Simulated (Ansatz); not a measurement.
Start from ZrSi2 (space group Cmcm, No. 63; a = 3.6746 Å, b = 14.5674 Å, c = 3.6561 Å).

Calculations: plane-wave PAW DFT at the PBEsol level (Ansatz, a first-principles code, 420 eV), spin-orbit coupling left out.

One change was made to it. Results:

| quantity | base | after |
|---|---|---|
| shortest interatomic distance | 2.412 Å | 2.370 Å |
| density | 5.00 g/cm³ | 5.70 g/cm³ |
| band gap | zero | zero |

Question: What was done to the base?
(A) pressure 9 GPa
(B) pressure 4.5 GPa
(C) pressure −2 GPa
(D) pressure 2.1 GPa
(E) pressure 22.5 GPa

Answer: E, pressure 22.5 GPa. For comparison, the shortest interatomic distance in the other runs: pressure 9 GPa gives 2.391 Å; pressure −2 GPa gives 2.419 Å; pressure 4.5 GPa gives 2.401 Å; pressure 2.1 GPa gives 2.407 Å.

Load acts through the strain it causes; cell and atoms are relaxed under it. No phonon test of stability was made. No other phases were tried under pressure. All final runs are without spin polarisation.
